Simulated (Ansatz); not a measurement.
We consider CsCu2I3 (Cmcm, No. 63, 12 atoms in the cell; start COD 7246302), described by PBEsol (PAW; Ansatz, an electronic-structure program).

Settings: plane-wave cutoff 520 eV, 4×4×6 k mesh (along the axes of the cell as run), Fermi–Dirac smearing 0.01 eV, no spin polarisation, scalar-relativistic PAW data made under PBE.

Cell (measured lattice):

```yaml
crystal:
  lattice:
    - [5.27395, -6.58625, 0.00000]
    - [5.27395, 6.58625, 0.00000]
    - [0.00000, 0.00000, 6.09720]
  atoms:
    - { symbol: Cs, position: [0.67220, 0.32780, 0.75000] }
    - { symbol: Cs, position: [0.32780, 0.67220, 0.25000] }
    - { symbol: I, position: [0.40200, 0.16400, 0.25000] }
    - { symbol: I, position: [0.59800, 0.83600, 0.75000] }
    - { symbol: I, position: [0.16400, 0.40200, 0.75000] }
    - { symbol: I, position: [0.83600, 0.59800, 0.25000] }
    - { symbol: I, position: [0.12040, 0.87960, 0.75000] }
    - { symbol: I, position: [0.87960, 0.12040, 0.25000] }
    - { symbol: Cu, position: [0.85100, 0.85100, 0.50000] }
    - { symbol: Cu, position: [0.14900, 0.14900, 0.50000] }
    - { symbol: Cu, position: [0.14900, 0.14900, 0.00000] }
    - { symbol: Cu, position: [0.85100, 0.85100, 0.00000] }
```

Q: Estimate the band gap that the calculation returns.

A: 
- band gap = 1.87 eV

Note: the file's cell can be that of a phase stable at another temperature; cell and atoms aren't relaxed at this level (largest force component 0.37 eV/Å, pressure -1.4 GPa).

Spin–orbit coupling is not included; with these elements it can move the gap by several tenths of an eV or more.

The computed numbers hold no vibrational or temperature effects.
